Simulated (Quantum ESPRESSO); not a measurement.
Worked example: self-consistent single point of Ti (P6_3/mmc, 4 atoms in the cell) in Quantum ESPRESSO.

Computed with PBE, PseudoDojo standard norm-conserving (PBE) pseudopotentials (plane waves; Quantum ESPRESSO).

The change in words: lattice scaled by 0.98. Reference geometry:
```
CELL_PARAMETERS angstrom
      2.92199     0.00000     0.00000
     -1.46099     2.53051     0.00000
      0.00000     0.00000     9.40151
ATOMIC_POSITIONS crystal
  Ti 0.00000 0.00000 0.00000
  Ti 0.00000 0.00000 0.50000
  Ti 0.33333 0.66667 0.25000
  Ti 0.66667 0.33333 0.75000
```

Reference input (self-consistent single point, DFT, PBE, plane waves, PseudoDojo standard norm-conserving (PBE) pseudopotentials): ecutwfc = 85 Ry; occupations = smearing; smearing = gauss; degauss = 0.0147 Ry; potentials = {Ti: Ti.upf}; K_POINTS = automatic 9 9 3 0 0 0; conv_thr = 1e-09 Ry. This run's input differs from it in these lines:

```diff
@@ -23,5 +23,5 @@
 CELL_PARAMETERS bohr
-   5.521754256     0.000000000     0.000000000
-  -2.760877128     4.781979459     0.000000000
-   0.000000000     0.000000000    17.766279058
+   5.411319234     0.000000000     0.000000000
+  -2.705659617     4.686339924     0.000000000
+   0.000000000     0.000000000    17.410953855
 ATOMIC_POSITIONS crystal
```

Output, abridged:

```
     Self-consistent Calculation

     iteration #  1     ecut=    85.00 Ry     beta= 0.70

     Threshold (ethr) on eigenvalues was too large:
     Diagonalizing with lowered threshold

     total energy              =    -474.77276455 Ry
     estimated scf accuracy    <       0.15202207 Ry

     iteration #  2     ecut=    85.00 Ry     beta= 0.70

     total energy              =    -474.79245594 Ry
     estimated scf accuracy    <       0.09757977 Ry

     iteration #  3     ecut=    85.00 Ry     beta= 0.70

     total energy              =    -474.75984245 Ry
     estimated scf accuracy    <       1.06833561 Ry

   [... 9 blocks of this kind left out ...]

     iteration # 13     ecut=    85.00 Ry     beta= 0.70

     total energy              =    -474.82655408 Ry
     estimated scf accuracy    <          1.2E-09 Ry

     iteration # 14     ecut=    85.00 Ry     beta= 0.70
     End of self-consistent calculation

     the Fermi energy is    14.3006 ev

!    total energy              =    -474.82655408 Ry
     estimated scf accuracy    <          8.6E-11 Ry
     smearing contrib. (-TS)   =      -0.00948140 Ry
     internal energy E=F+TS    =    -474.81707268 Ry

     convergence has been achieved in  14 iterations

     Forces acting on atoms (cartesian axes, Ry/au):

     atom    1 type  1   force =     0.00000000    0.00000000   -0.00000000
   [... zero for the other atoms too ...]

     Total force =     0.000000     Total SCF correction =     0.000000

          total   stress  (Ry/bohr**3)                   (kbar)     P=       83.85
   0.00058979   0.00000000  -0.00000000           86.76        0.00       -0.00
   0.00000000   0.00058979  -0.00000000            0.00       86.76       -0.00
   0.00000000   0.00000000   0.00053049            0.00        0.00       78.04

   JOB DONE.
```

The run converged in 14 iterations. Against the reference run the free energy goes up by 28.3 meV/atom and the pressure goes from 0.80 to 8.39 GPa.

The starting cell was generated: these elements placed on a structure prototype, without a prior relaxation; it need not be a known phase or ordering of this composition. Its lattice was rescaled by a random factor within 2.5 % of one. For this run, on top of that: lattice scaled by 0.98. Spin polarisation is off. With a pressure of about 8 GPa the cell is away from its equilibrium volume at this level.

Cost on one core of a shared machine: roughly 2 min.
